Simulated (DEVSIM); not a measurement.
Device: Schottky contact on n-type GaN, at 300 K.

| layer (left to right) | material | thickness (μm) | Nd (cm⁻³) | τn (s) | τp (s) |
|---|---|---|---|---|---|
| 1 | GaN | 0.330 | 7.6e15 | 3.5e-8 | 3.5e-8 |

Left contact: Schottky, work function 5.15 eV, emission velocity 3.5e6 cm/s. Right contact: ohmic. Voltage is applied to the left contact. Recombination: SRH at mid-gap, radiative. Mobility is μmin + (μ − μmin)/(1 + (N/Nref)^α).

This is a model device: material constants are rounded textbook-type values typed into the input, and sizes, dopings and lifetimes were drawn at random. Values at 300 K. The table also holds parameters that only a changed run uses.

```
parameter         GaN
-------------  ------
gap (eV)         3.43
affinity (eV)     4.1
permittivity      9.5
Nc (cm⁻³)      2.3e18
Nv (cm⁻³)      4.6e19
μn (cm²/Vs)      1200
μp (cm²/Vs)       100
μn,min             55
μp,min              3
Nref,n           2e17
Nref,p           3e17
αn                  1
αp                  2
B (cm³/s)       1e-11
Cn (cm⁶/s)      1e-30
Cp (cm⁶/s)      1e-30
```

Model (solved in DEVSIM): 1D drift-diffusion, Boltzmann statistics, complete ionisation; no tunnelling, impact ionisation, image-force lowering or self-heating. Metal contacts follow the ideal Schottky-Mott rule: no Fermi-level pinning, no interface dipoles.

Base results: dark forward voltage at 1 A/cm² (V) 0.690; potential step across the device at zero bias (V) 0.902; largest field in the device at zero bias (V/cm) 51000; dark forward voltage at 100 A/cm² (V) 0.814.

### Question
What follows from this one change: metal work function 5.15 → 5.3 eV?

### Answer
dark forward voltage at 1 A/cm² 0.690 → 0.840 V; potential step across the device at zero bias 0.902 → 1.052 V; largest field in the device at zero bias 51000 → 56000 V/cm; dark forward voltage at 100 A/cm² 0.814 → 0.964 V.

### Question
What follows from this one change: doping Nd of layer 1 7.6e+15 → 7.6e+16 cm^-3?

### Answer
dark forward voltage at 1 A/cm² little changed (0.688 V); potential step across the device at zero bias 0.902 → 0.962 V; largest field in the device at zero bias 51000 → 160000 V/cm; dark forward voltage at 100 A/cm² 0.814 → 0.808 V.
